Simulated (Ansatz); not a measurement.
The reference is PtS$_{2}$ in the CdI2 type structure (space group P-3m1, No. 164; a = 3.5836 Å, c = 4.6568 Å; layered, stacked along the Cartesian z axis).

Calculations: PBE-D3(BJ) in Ansatz (plane waves to 420 eV, PAW, no spin-orbit coupling).

Strains are applied to the cell and any free atomic positions relax.

One change was made to it. Results:

```json
[
 {"quantity": "energy relative to the base (free energy F)", "base": "0 meV/atom", "after": "+3.9 meV/atom"},
 {"quantity": "largest internal atomic displacement", "base": "–", "after": "0.027 Å"},
 {"quantity": "pressure (mean of the normal stresses, compression positive)", "base": "0.0 GPa", "after": "-2.4 GPa"}
]
```

Problem. Name the change that was made.
A. isotropic strain +3.00 %
B. isotropic strain +2.50 %
C. isotropic strain −2.50 %
D. isotropic strain +2.00 %
E. isotropic strain +1.00 %

Solution. E, isotropic strain +1.00 %. For comparison, the energy relative to the base in the other runs: isotropic strain +2.00 % gives +15 meV/atom; isotropic strain +3.00 % gives +33 meV/atom; isotropic strain −2.50 % gives +28 meV/atom; isotropic strain +2.50 % gives +23 meV/atom.

No phonon test of stability was made. The final runs are not spin-polarised.

Ansatz is an electronic-structure program.
